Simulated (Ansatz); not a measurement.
Take AlRu in the CsCl type structure (space group Pm-3m, No. 221; a = 2.983 Å; relaxed with 0.1 eV smearing) as the base. Axes: x, y, z lie along the cube axes.

The values are results of r2SCAN (Ansatz, a program for electronic structure; PAW; 500 eV plane waves; no spin-orbit coupling), not measurements.

Before the change:

| Quantity | Result |
|---|---|
| Shortest interatomic distance | 2.583 Å |

It is then changed as follows: strain tensor (xx, yy, zz, yz, xz, xy) = (−0.81, −0.59, +0.31, +0.29, +0.29, −0.08) %; the atoms relax in the strained cell.

**Question.** Estimate the effect on the energy relative to the base.

**Answer.** The energy goes up by 2.1 meV/atom.

**Question.** What does the calculation give for the shortest interatomic distance after the change?

**Answer.** The shortest interatomic distance decreases by 0.020 Å to 2.563 Å.

**Question.** Predict the new stress.

**Answer.** The stress (xx, yy, zz, yz, xz, xy; compression positive) amounts to (3.4, 2.9, 1.2, -0.8, -0.8, 0.2) GPa.

No phonon test of stability was made. All final runs are without spin polarisation.
